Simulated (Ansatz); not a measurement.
AlAs (F-43m) under hydrostatic pressure: band gap by PBEsol with spin-orbit coupling, rigid bands (plane waves, PAW; Ansatz, a first-principles code). The unloaded cell, whose axes the loads refer to:

```cif
data_AlAs
_chemical_formula_sum 'Al1 As1'
_space_group_name_H-M_alt 'P 1'
_space_group_IT_number 1
_cell_length_a 4.01270
_cell_length_b 4.01270
_cell_length_c 4.01270
_cell_angle_alpha 60.000
_cell_angle_beta 60.000
_cell_angle_gamma 60.000
loop_
_space_group_symop_operation_xyz
  'x, y, z'
loop_
_atom_site_label
_atom_site_type_symbol
_atom_site_fract_x
_atom_site_fract_y
_atom_site_fract_z
_atom_site_occupancy
Al1 Al 0.00000 0.00000 0.00000 1
As1 As 0.75000 0.75000 0.75000 1
```

| hydrostatic pressure (GPa) | volume per atom (Å³) | band gap (eV) |
|---|---|---|
| -2 | 23.52 | 1.294 |
| 0 | 22.84 | ? |
| 2 | 22.25 | 1.200 |
| 5 | 21.49 | 1.136 |
| 10 | 20.47 | 1.038 |

Fit a straight line to band gap against the load over the rows given, and predict the row at 0 GPa.

The means are x̄ = 3.750 GPa and ȳ = 1.1670; Σ(x − x̄)(y − ȳ) = -1.633 and Σ(x − x̄)² = 76.75, so the slope is -21.3 meV per GPa, and the rows given lie within 4.7 meV of the line. At 0 GPa the line gives 1.247 eV; the calculation gives 1.247 eV, 0.017 % from it.

With all rows, what volume deformation potential dE_g/d ln V follows?

A line through E_g against ln V has the slope 1.8 eV, so the gap narrows under compression.

 Stresses and pressures are the targets of the relaxation. The structure type is held at every load. Geometry: cell and atoms relaxed with PBEsol.
